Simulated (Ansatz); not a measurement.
Base system: Pd in the fcc (Cu type) structure (space group Fm-3m, No. 225; a = 3.943 Å).

Level of theory: PBE (Ansatz, a first-principles code; PAW; 420 eV plane waves; no spin-orbit coupling).

Before the change:

- Volume per atom: 15.32 Å³

Now apply this change: full substitution Pd → Pt; the structure is relaxed again.

Estimate the effect on the volume per atom.

The volume per atom rises by 0.323 Å³ (15.32 Å³ → 15.65 Å³).

Whether these cells are dynamically stable was not tested. The final runs are not spin-polarised. Pt lies near a magnetic instability that expansion can trigger; it was not tested.
